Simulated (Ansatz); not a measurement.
Take MgO (space group P6_3/mmc, No. 194; a = 3.494 Å, c = 4.194 Å; a cell from a computed database, its experimental status unchecked) as the base. Axes: x lies along a and z along c of the hexagonal cell.

Method: PBEsol/PAW in Ansatz (an electronic-structure program), without spin-orbit coupling.

Strains are applied to the cell and any free atomic positions relax; under biaxial strain the out-of-plane vector relaxes too.

One change was made to it. Results:

The electron mass goes from 0.37 mₑ along c, 0.33 mₑ across (at Γ) to 0.36 mₑ along z, 0.34 mₑ across (at Γ); the band gap drops by 0.047 eV, from 3.27 eV to 3.23 eV.

**Question.** Which change produced these results?
A) biaxial strain +3.34 %, plane normal [001], relaxed out of plane
B) strain tensor (xx, yy, zz, yz, xz, xy) = (+0.06, −0.73, +1.16, +0.77, +0.07, +0.14) %
C) uniaxial strain ε_zz = −1.03 %

**Answer.** B, strain tensor (xx, yy, zz, yz, xz, xy) = (+0.06, −0.73, +1.16, +0.77, +0.07, +0.14) %. For comparison, the band gap in the other runs: biaxial strain +3.34 %, plane normal [001], relaxed out of plane gives 3.12 eV; uniaxial strain ε_zz = −1.03 % gives 3.34 eV.

Effective masses come from finite differences of ±0.01 Å⁻¹. Stability against distortions was not tested. This is not the structure that MgO has at room temperature and ambient pressure.
